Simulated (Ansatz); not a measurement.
Worked example: self-consistent single point of Be3N2 (P1, 5 atoms in the cell) in Ansatz (a quantum-chemistry and plane-wave program).

Method of the run: PBEsol, PAW files made with PBE (plane waves; Ansatz).

The change in words: lattice scaled by 0.98. Reference geometry:
```xyz
5
Lattice="2.8178 0.0000 0.0000 -1.4089 2.4403 0.0000 0.0000 0.0000 4.6670" Properties=species:S:1:pos:R:3 pbc="T T T"
Be     0.0121    -0.0294     0.0162
Be     1.4195     0.8145     3.0371
Be     0.0047     1.6375     1.6409
N     -0.0293     1.6315     3.4754
N      1.4108     0.8265     1.1644
```

Reference input (self-consistent single point, DFT, PBEsol, plane waves, PAW files made with PBE): basis.ecutwfc = 420 eV; kpoints.mp_grid.grid = 11 11 6; hamiltonian.xc = pbesol; hamiltonian.pseudopotentials = {kind: paw} (the program's default PAW files); scf.occupations.method = fixed. This run's input differs from it in these lines:

```diff
@@ -3,5 +3,5 @@
   lattice:
-    - [2.817780, 0.000000, 0.000000]
-    - [-1.408890, 2.440269, 0.000000]
-    - [0.000000, 0.000000, 4.667020]
+    - [2.761424, 0.000000, 0.000000]
+    - [-1.380712, 2.391464, 0.000000]
+    - [0.000000, 0.000000, 4.573680]
   atoms:
```

The program printed (abridged):

```
SCF iter   1: F=—  HF=-1034.172603 eV  |F-HF|=—  |Δ(HF+E_count)|=         —  Δρ=1.14e-1  dr2=4.43e0  ethr=3.10e-3  ⟨swp⟩=5.0  Hψ=24834  notcnv=0  defer=669
all-band conjugate gradients solve this SCF's bands
preconditioner: auto → none
SCF iter   2: F=—  HF=-1032.863314 eV  |F-HF|=—  |Δ(HF+E_count)|=    1.31e0  Δρ=5.14e-2  dr2=4.57e-1  ethr=3.10e-3  ⟨swp⟩=2.5  Hψ=12236  notcnv=0  defer=622
   [... lines left out ...]
SCF iter   5: F=—  HF=-1032.750001 eV  |F-HF|=—  |Δ(HF+E_count)|=   9.90e-4  Δρ=6.40e-4  dr2=1.03e-4  ethr=2.61e-5  ⟨swp⟩=2.2  Hψ=6782  notcnv=0  defer=1092
SCF iter   6: F=—  HF=-1032.750006 eV  |F-HF|=—  |Δ(HF+E_count)|=   4.22e-6  Δρ=3.34e-4  dr2=4.96e-5  ethr=6.44e-7  ⟨swp⟩=2.0  Hψ=6772  notcnv=0  defer=1091
SCF iter   7: F=—  HF=-1032.749994 eV  |F-HF|=—  |Δ(HF+E_count)|=   1.11e-5  Δρ=9.34e-5  dr2=3.88e-6  ethr=3.10e-7  ⟨swp⟩=2.4  Hψ=6876  notcnv=0  defer=387
SCF iter   8: F=-1032.749993 eV  HF=-1032.749993 eV  |F-HF|=2.78e-9  |Δ(HF+E_count)|=   1.03e-6  Δρ=1.85e-5  dr2=3.57e-8  ethr=6.25e-10  ⟨swp⟩=8.0  Hψ=27063  notcnv=0
SCF 1 converged in 8 iterations: F = -1032.749993 eV  dr2 = 3.57e-8
Free energy (F): -1032.749993 eV
Internal energy: -1032.749993 eV  (E = F + TS)
E sigma→0 (E₀):  -1032.749993 eV
Fermi energy:    9.905704 eV
--- Forces (eV/Å), atoms counted from 1 ---
  atom   1  Be     0.03718010     0.02145338    -0.08742870
  atom   2  Be    -0.54678225     0.01543514    -0.13252538
  atom   3  Be    -0.07978611    -0.04636669     0.09635233
  atom   4  N      0.60906348     0.05450019     0.26016481
  atom   5  N     -0.01968708    -0.04501935    -0.13658391
--- Stress (GPa, compression-positive) ---
       13.016837       1.976154       1.769326
        1.976143      12.665041       0.345496
        1.769321       0.345474       8.955952
  P = ⅓ Tr σ = 11.5459 GPa (115.459 kbar)
  The stress holds the Pulay correction. Without it, at fixed plane waves, as pw.x and ABINIT print it: P = 11.2097 GPa
```

The run converged in 8 iterations. Against the reference run the free energy rises by 8.8 meV/atom, the pressure goes from -3.40 to 11.55 GPa, the largest force goes from 0.507 to 0.665 eV/Å and the gap on the mesh goes from 4.156 to 4.319 eV.

The starting cell comes from a database of computed structures (which also holds hypothetical and non-ambient phases and stackings), without a prior relaxation at this level. Its atoms were displaced at random from the sites of space group no. 164. For this run, on top of that: lattice scaled by 0.98. With a pressure of about 12 GPa the cell is away from its equilibrium volume at this level. Ansatz's pressure includes its estimate of the finite-basis (Pulay) stress.

Keys are those of Ansatz 0.2.
